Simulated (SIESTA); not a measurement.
A self-consistent single point of CdH8P2O10 (P2_1/c, 42 atoms in the cell) with SIESTA.

Level of theory: GGA BLYP, numerical atomic orbitals DZP, PseudoDojo PBE standard norm-conserving potentials (rewritten from UPF to PSML) (SIESTA).

```xyz
42
Lattice="5.4527 0.0000 0.0000 0.0000 10.5543 0.0000 -4.9136 0.0000 7.4462" Properties=species:S:1:pos:R:3 pbc="T T T"
Cd    -2.4568     5.2772     3.7231
Cd     0.0000     0.0000     0.0000
H     -0.0293     6.1468     5.0928
H      0.5685     4.4075     2.3535
H     -1.8883     0.8697     6.0766
H      2.4275     9.6846     1.3697
H     -0.5522     4.8284     5.7841
H      1.0913     5.7259     1.6622
H     -1.3655    10.1055     5.3853
H      1.9046     0.4488     2.0610
H     -1.4461     6.4490     6.9202
H      1.9852     4.1053     0.5261
H     -0.4716     1.1718     4.2492
H      1.0107     9.3825     3.1970
H      0.5810     7.6200     0.1539
H     -0.0418     2.9343     7.2923
H      2.4150     2.3428     3.5692
H     -1.8758     8.2115     3.8770
P      4.1481     7.5724     1.2847
P     -3.6089     2.9819     6.1615
P     -1.1521     2.2952     2.4384
P      1.6913     8.2591     5.0078
O     -1.5876     7.1715     2.7298
O      2.1267     3.3828     4.7165
O      4.5835     1.8944     0.9933
O     -4.0444     8.6599     6.4529
O      3.9796     9.0703     1.0318
O     -3.4405     1.4840     6.4144
O     -0.9837     3.7931     2.6913
O      1.5228     6.7612     4.7549
O      3.1571     6.7328     0.3807
O     -2.6180     3.8215     7.0656
O     -0.1612     1.4557     3.3425
O      0.7003     9.0987     4.1038
O      0.1789     7.1040     0.9386
O      0.3603     3.4503     6.5076
O      2.8171     1.8268     2.7845
O     -2.2779     8.7275     4.6617
O     -0.8676     5.6982     5.4300
O      1.4067     4.8561     2.0163
O     -1.0501     0.4210     5.7394
O      1.5892    10.1333     1.7068
```

Reference input (self-consistent single point, DFT, GGA PBEsol, numerical atomic orbitals DZP, PseudoDojo PBEsol standard norm-conserving potentials (rewritten from UPF to PSML)): XC.functional = GGA; XC.authors = PBEsol; potentials = PseudoDojo PBEsol standard; PAO.BasisSize = DZP; PAO.EnergyShift = 0.01 Ry; MeshCutoff = 350 Ry; kgrid.MonkhorstPack = 5 2 3; OccupationFunction = FD; ElectronicTemperature = 50 meV; MaxSCFIterations = 150; SCF.Mixer.Method = Broyden; SCF.Mixer.Weight = 0.25. This run's input differs from it in these lines:

```diff
@@ -1,2 +1,2 @@
-# files in the folder: Cd.psml H.psml P.psml O.psml (PseudoDojo PBEsol standard)
+# files in the folder: Cd.psml H.psml P.psml O.psml (PseudoDojo PBE standard)
 SystemName  CdP2(H4O5)2
@@ -65,3 +65,3 @@
 XC.functional                GGA
-XC.authors                   PBEsol
+XC.authors                   BLYP
 PAO.BasisSize                DZP
```

Output, abridged:

```
        iscf     Eharris(eV)        E_KS(eV)     FreeEng(eV)     dDmax    Ef(eV) dHmax(eV)
   scf:    1   -19465.816058   -19512.033203   -19512.033203  1.667977 -4.493658 12.372002
   scf:    2   -19548.823956   -19533.659706   -19533.659706  0.257919 -4.647896  5.451194
   scf:    3   -19537.963374   -19536.859373   -19536.859373  0.153939 -4.221330  0.774979
   scf:    4   -19536.936696   -19536.909567   -19536.909567  0.013975 -4.435506  0.182772
   scf:    5   -19536.919089   -19536.915297   -19536.915297  0.007866 -4.499666  0.051349
   scf:    6   -19536.918589   -19536.917375   -19536.917375  0.004633 -4.525327  0.032171
   scf:    7   -19536.917989   -19536.917777   -19536.917777  0.002150 -4.528576  0.007033
   scf:    8   -19536.917837   -19536.917813   -19536.917813  0.000453 -4.529317  0.001726
   scf:    9   -19536.917818   -19536.917816   -19536.917816  0.000155 -4.529566  0.001039
   scf:   10   -19536.917817   -19536.917816   -19536.917816  0.000050 -4.529447  0.000451
   scf:   11   -19536.917817   -19536.917817   -19536.917817  0.000026 -4.529432  0.000313
   scf:   12   -19536.917817   -19536.917817   -19536.917817  0.000016 -4.529425  0.000213
   scf:   13   -19536.917817   -19536.917817   -19536.917817  0.000009 -4.529425  0.000144
SCF Convergence by DM+H criterion
max |DM_out - DM_in|         :     0.0000086458
max |H_out - H_in|      (eV) :     0.0001439888
SCF cycle converged after 13 iterations

Using DM_out to compute the final energy and forces

siesta: E_KS(eV) =           -19536.9178

siesta: E_KS - E_eggbox =    -19536.9178

siesta: Atomic forces (eV/Ang):
     1   -0.000000   -0.000000    0.000000
     2   -0.000000    0.000000    0.000000
     3    0.322427    0.074155   -0.086130
   [... 39 lines left out ...]
   Tot    0.000000    0.000000   -0.000000
   Max    0.970734
   Res    0.371966    sqrt( Sum f_i^2 / 3N )
   Max    0.970734    constrained

Stress tensor Voigt[x,y,z,yz,xz,xy] (kbar):      -26.81      -33.33      -28.89        0.00        3.84       -0.00
(Free)E + p*V (eV/cell)   -19528.9801
Target enthalpy (eV/cell)   -19536.9178

   [... lines left out ...]
siesta: FreeEng =    -19536.917817
   [... lines left out ...]
siesta:    -0.016732   -0.000000    0.002396
siesta:    -0.000000   -0.020806   -0.000000
siesta:     0.002396    0.000000   -0.018031

siesta: Cell volume =        428.530832 Ang**3

siesta: Pressure (static):
siesta:                Solid            Molecule  Units
siesta:           0.00020174          0.00019108  Ry/Bohr**3
siesta:           0.01852309          0.01754415  eV/Ang**3
siesta:          29.67726852         28.10882267  kBar
```

The run converged in 13 iterations. Against the reference run the pressure goes from -1.99 to 2.97 GPa, the largest force goes from 0.800 to 1.008 eV/Å and the gap on the mesh goes from 4.270 to 4.328 eV. The full log also holds: “xc_check: WARNING: Pseudopotential generated with GGA PBE functional”.

The starting cell comes from a database of computed structures (which also holds hypothetical and non-ambient phases and stackings), without a prior relaxation at this level. Values carry the incompleteness of an atom-centred basis. Forces in this geometry exceed 1 eV/Å.

Cost on one core of a shared machine: roughly 2 min.
